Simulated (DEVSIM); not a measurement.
Device: illuminated Si p-on-n cell, one wavelength, at 400 K.

Layer 1 from the left is Si, thickness (μm) 0.710, Na (cm⁻³) 9.8e18, τn (s) 0.0002, τp (s) 1.1e-5, absorption coefficient (cm⁻¹) 44000. Layer 2 from the left is Si, thickness (μm) 44.0, Nd (cm⁻³) 3.2e15, τn (s) 0.00038, τp (s) 0.00038, absorption coefficient (cm⁻¹) 44000.

Left contact: ohmic, minority electron recombination velocity 20000 cm/s. Right contact: ohmic, minority hole recombination velocity 30 cm/s. Voltage is applied to the left contact. Recombination: SRH at mid-gap, radiative, Auger. Gap narrowing is on: ΔEg = 6.92 meV × (l + √(l² + 0.5)), l = ln(N/1.3e17 cm⁻³), shared equally by both band edges. Light enters at the left, 2.9e16 photons cm⁻² s⁻¹, one pass, no reflection. Mobility is μmin + (μ − μmin)/(1 + (N/Nref)^α).

Constants are typed, rounded textbook-type inputs, not results; the design itself was drawn at random and stands for no fabricated device. Values at 300 K; Nc and Nv go as T^1.5, mobilities as T to minus their exponent, the gap by Varshni's rule with the affinity fixed.

Si: gap (eV) 1.124, affinity (eV) 4.05, permittivity 11.7, Nc (cm⁻³) 2.86e19, Nv (cm⁻³) 3.1e19, μn (cm²/Vs) 1417, μp (cm²/Vs) 470, μn,min 52, μp,min 45, Nref,n 9.7e16, Nref,p 2.2e17, αn 0.68, αp 0.72, T exponent of μn 2.3, T exponent of μp 2.2, B (cm³/s) 4.7e-15, Cn (cm⁶/s) 2.8e-31, Cp (cm⁶/s) 9.9e-32, Varshni α (eV/K) 0.000473, Varshni β (K) 636.

Model (solved in DEVSIM): 1D drift-diffusion, Boltzmann statistics, complete ionisation; no tunnelling, impact ionisation, image-force lowering or self-heating.

Dark forward current:

```
|V| (V)  |J| (A/cm²)
-------  -----------
0.05        3.667e-7
0.10        1.903e-6
0.15        8.397e-6
0.20        3.596e-5
0.25       0.0001531
0.30       0.0006490
0.35        0.002719
0.40         0.01112
0.45         0.04488
0.50          0.1823
0.55          0.7428
0.60           2.982
0.65           11.52
0.70           41.66
0.75           136.1
0.80           388.2
0.85           943.3
0.90            1952
0.95            3508
```

Task: Work out the local ideality factor n = ΔV / (kT/q · ln(J2/J1)) between the rows 0.15 and 0.20 V, 0.90 and 0.95 V.

Result: kT/q = 34.47 mV. From 0.15 to 0.20 V: ln(3.596e-5/8.397e-6) = 1.455, n = 1.00, near the 1 of diffusion or emission over a barrier. From 0.90 to 0.95 V: ln(3508/1952) = 0.586, n = 2.47.

Task: What current could the absorbed light give at most, and what share is collected?

Result: Σ αd = 197, so qΦ(1 − exp(−Σ αd)) = 4.65 mA/cm². The simulated short-circuit current is 3.528 mA/cm², a share of 0.76.

Task: Estimate the open-circuit voltage by superposition: the voltage at which the dark current equals that short-circuit current.

Result: Interpolating ln J in the table gives 0.359 V. The simulation gives 0.359 V, the same within the digits that matter. Superposition holds where collection doesn't change with voltage.

Task: Estimate the fill factor from FF0 = (v − ln(v + 0.72))/(v + 1), v = qVoc/(nkT), with n from the dark curve.

Result: The rows about Voc, 0.35 and 0.40 V, give n = 1.03, so v = 10.1 and FF0 = 0.696. The simulation gives 0.699, the same within the digits that matter.
